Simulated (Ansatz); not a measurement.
System: Hg (R-3m, No. 166, 1 atoms in the cell). Method: PBEsol (Ansatz, a quantum-chemistry and plane-wave program, PAW).

Run with plane-wave cutoff 520 eV, 20×20×20 k mesh, Fermi–Dirac smearing 0.05 eV, scalar-relativistic PAW data made under PBE.

Cell (relaxed at this level):

```
Hg
1.0
    2.40073    -1.78519    -0.05119
    2.40073     1.78519    -0.05119
    1.13339     0.00000     2.76920
Hg
1
Cartesian
  0.00000   0.00000   0.00000
```

Problem. Predict the bulk modulus B0.

Solution. 
- bulk modulus B0 = 29.3 GPa

The run finds no gap.

Note: the relaxation could not lower the start's symmetry, so the cell can be a saddle point above a distorted one; the bulk modulus comes from volumes at which shape and atoms were relaxed.

Spin–orbit coupling is not included; it can shift volumes and moduli of such heavy elements.
